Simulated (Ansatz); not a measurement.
Start from Tl in the hcp (Mg type) structure (space group P6_3/mmc, No. 194; a = 3.4761 Å, c = 5.4715 Å; relaxed with 0.1 eV smearing).

Level of theory: PBEsol in Ansatz (plane waves to 420 eV, PAW, no SOC).

For the base:

The band gap is zero and the pressure is 0.0 GPa.

Now apply this change: an isotropic linear strain of +0.50 %, atoms relaxed at fixed cell.

Problem. Estimate the effect on the energy relative to the base, band gap and pressure.

Solution. The energy increases by 0.7 meV/atom; the band gap remains zero; the pressure (mean of the normal stresses, compression positive) goes from zero to -0.5 GPa.

No phonon test of stability was made.

Ansatz is a first-principles code.
